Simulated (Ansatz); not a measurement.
System: C11b WSi₂. Method: PBE-D3(BJ) (PAW; Ansatz, a first-principles code).

Settings: plane-wave cutoff 520 eV, 24×24×24 k mesh, Fermi–Dirac smearing 0.05 eV, no spin polarisation, scalar-relativistic PAW data made under PBE.

Computed at the level's own relaxed cell.

### Question
Give the computed equilibrium lattice constant a, bulk modulus B0, c axis length and pressure derivative B′ of the bulk modulus.

### Answer

- equilibrium lattice constant a = 3.193 Å
- bulk modulus B0 = 234 GPa
- c axis length = 7.798 Å
- pressure derivative B′ of the bulk modulus = 4.4

The run finds no gap.

Measured, for comparison: lattice constant a 3.214 Å, lattice parameter c 7.831 Å (temperature not stated, not corrected to a static lattice; as tabulated in Pavlosiuk et al. (2022), arXiv:2202.05362). Computed (rounded) less measured: lattice constant a -0.7 %, lattice parameter c -0.4 %. A static lattice is as a rule a little smaller and stiffer than an uncorrected measurement, which narrows the difference in the lattice constant a, lattice parameter c and would widen misses of the other sign.

Note: the bulk modulus comes from volumes at which shape and atoms were relaxed.

Spin–orbit coupling is not included.

Static lattice: no zero-point or thermal effects.

The result took very roughly 20 core-minutes.
